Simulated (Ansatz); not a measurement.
**Hypothetical diamond Ta: isotropic strain +3.28 %**

Base system: Ta in the diamond structure (space group Fd-3m, No. 227; a = 6.107 Å; a hypothetical phase, not in the database extracts checked; relaxed with 0.1 eV smearing).

The change: every lattice vector is stretched by 3.28 %; the atoms relax in the strained cell.

The values are results of plane-wave PAW DFT at the PBE level (Ansatz, a first-principles code, 420 eV), no spin-orbit coupling, not measurements. Settings: 16×16×16 k-points, 0.1 eV Fermi–Dirac smearing.

```json
[
 {"quantity": "shortest interatomic distance", "base": "264.4 pm", "changed": "273.1 pm", "shift": "+8.7 pm"},
 {"quantity": "energy relative to the base (free energy F)", "base": "0 meV/atom", "changed": "+55 meV/atom", "shift": "+55 meV/atom"},
 {"quantity": "band gap", "base": "zero", "changed": "zero", "shift": "–"}
]
```

Final structure:

```
Ta
1.0
    0.00000     3.15340     3.15340
    3.15340     0.00000     3.15340
    3.15340     3.15340     0.00000
Ta
2
Direct
  0.75000   0.75000   0.75000
  0.50000   0.50000   0.50000
```

No phonon test of stability was made. The final runs are not spin-polarised. Ta has a high density of states at the Fermi level and may be magnetic at this level.
